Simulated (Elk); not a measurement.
Worked example: self-consistent single point of MgCo₂O₄ (P-3m1, 7 atoms in the cell) in Elk.

Method: LDA (PW92), all-electron FP-LAPW, Elk's shipped species files, default APW+lo basis in Elk 10.2.4.

```yaml
crystal:
  lattice:
    - [3.01590, 0.00000, 0.00000]
    - [-1.50795, 2.61185, 0.00000]
    - [0.00000, 0.00000, 9.88090]
  atoms:
    - { symbol: Mg, position: [0.00000, 0.00000, 0.50000] }
    - { symbol: Co, position: [0.00000, 0.00000, 0.23237], spin: 3.0 }
    - { symbol: Co, position: [0.00000, 0.00000, 0.76763], spin: 3.0 }
    - { symbol: O, position: [0.33333, 0.66667, 0.62461] }
    - { symbol: O, position: [0.66667, 0.33333, 0.37539] }
    - { symbol: O, position: [0.33333, 0.66667, 0.15174] }
    - { symbol: O, position: [0.66667, 0.33333, 0.84826] }
```
(The spins are starting values, not results.)

Reference input (self-consistent single point, DFT, PBEsol, all-electron FP-LAPW, Elk's shipped species files, default APW+lo basis): xctype = 22; spinpol = true; stype = 0; swidth = 0.00499791 Ha; ngridk = 8 8 2; reducebf = 0.7; nempty = 8 per atom; maxscl = 100. This run's input differs from it in these lines:

```diff
@@ -2,5 +2,2 @@
   0
-
-xctype
-  22
```

Output, abridged:

```
│ Self-consistent loop started │
│ Loop number : 1 │
 total energy                :     -3270.08604763
 total moment                :    8.001315677
│ Loop number : 2 │
 total energy                :     -3271.00392708
 total moment                :    8.001269649
RMS change in Kohn-Sham potential (target) :   0.3875432712     (  0.1000000000E-05)
Absolute change in total energy (target)   :   0.9178794538     (  0.1000000000E-03)
│ Loop number : 3 │
 total energy                :     -3272.89027055
 total moment                :    7.969557138
RMS change in Kohn-Sham potential (target) :   0.3334649805     (  0.1000000000E-05)
   [... lines left out ...]
│ Loop number : 48 │
 total energy                :     -3281.05162390
 total moment                :   0.1355501879E-01
RMS change in Kohn-Sham potential (target) :   0.1010536923E-05 (  0.1000000000E-05)
Absolute change in total energy (target)   :   0.3080143188E-04 (  0.1000000000E-03)
│ Loop number : 49 │
 total energy                :     -3281.05161094
 total moment                :   0.1261359813E-01
RMS change in Kohn-Sham potential (target) :   0.8307156551E-06 (  0.1000000000E-05)
Absolute change in total energy (target)   :   0.5259390946E-05 (  0.1000000000E-03)
Convergence targets achieved

│ Loop number : 50 │

Energies :
 Fermi                       :     0.149570164657
 xc effective B-field        :    -0.721171533231E-06
 external B-field            :      0.00000000000
 total energy                :     -3281.05157483
 (external B-field energy excluded from total)

Density of states at Fermi energy :    134.0190010
 (states/Hartree/unit cell)

Estimated indirect band gap :   0.8332723229E-03
 from k-point     12 to k-point     20
Estimated direct band gap   :   0.1510294646E-01
 at k-point     20

Charges :
 core                        :    34.00000000
 valence                     :    64.00000000
 interstitial                :    9.602420808
 muffin-tins (core leakage)
  species :    1 (Mg)
   atom    1                 :    10.66493351     (   0.000000000    )
  species :    2 (Co)
   [... lines left out ...]
   atom    2                 :   0.3699402449E-02
  species :    3 (O)
   atom    1                 :   0.1510879336E-03
   atom    2                 :   0.1510879336E-03
   atom    3                 :   0.5268027266E-03
   atom    4                 :   0.5268027266E-03
 total in muffin-tins        :   0.8786123442E-02
 total moment                :   0.9208620447E-02

│ Self-consistent loop stopped │
```

The run converged in 50 iterations. The count includes the last loop, which Elk runs after its targets are met. 

The starting cell comes from a database of computed structures (which also holds hypothetical and non-ambient phases and stackings), without a prior relaxation at this level. The starting moments vanished: the run ended non-magnetic, which need not be the lowest state. Values depend on the basis (sphere radii, cutoffs, local orbitals), which need not be converged. The log's line on a gap gives a spacing of levels on this mesh, which the program prints for metals too.

Cost on one core of a shared machine: roughly 4 min.
